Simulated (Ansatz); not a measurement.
## La3SiGa5O14 (P3, No. 143, 23 atoms in the cell; start mp-1223148)

Computed with LDA (Ansatz, a quantum-chemistry and plane-wave program, plane waves, PAW).

Numerical settings: plane-wave cutoff 520 eV, 6×6×8 k mesh (along the axes of the cell as run), Fermi–Dirac smearing 0.01 eV, scalar-relativistic PAW data made under PBE.

Cell (relaxed with PBEsol):

```xyz
23
Lattice="8.1214 0.0000 0.0000 -4.0607 7.0334 0.0000 0.0000 0.0000 5.0796" Properties=species:S:1:pos:R:3 pbc="T T T"
La     2.3387     5.2921    -0.1399
La    -1.6917     6.4127    -0.1399
La    -0.6470     2.3620    -0.1399
Ga     4.9761     0.7155     2.4355
Ga     5.0137     3.9517     2.4355
Ga     2.1923     2.3662     2.4355
Ga     4.0607     2.3445     5.0873
Ga     0.0000     4.6889     2.3588
Si     0.0000     0.0000     2.6952
O      0.0000     0.0000     1.0709
O      0.0000     4.6889     4.1801
O      0.7339     3.1801     1.6008
O      0.9397     6.0789     1.6008
O     -1.6736     4.8077     1.6008
O      1.0403     1.0620     3.4134
O      6.6816     0.3699     3.4134
O      4.4603     5.6015     3.4134
O      2.6592     3.1858     4.0043
O      4.0329     0.7100     4.0043
O      5.4901     3.1375     4.0043
O      3.0548     1.1628     1.3337
O      5.5870     2.0641     1.3337
O      3.5404     3.8064     1.3337
```

```yaml
band_gap: 3.75 eV
```

Note: cell and atoms aren't relaxed at this level (largest force component 0.25 eV/Å, pressure -4.9 GPa).

Spin–orbit coupling is not included.

The computed numbers hold no vibrational or temperature effects.

A start named mp-… is a Materials Project structure, which need not be a measured phase.
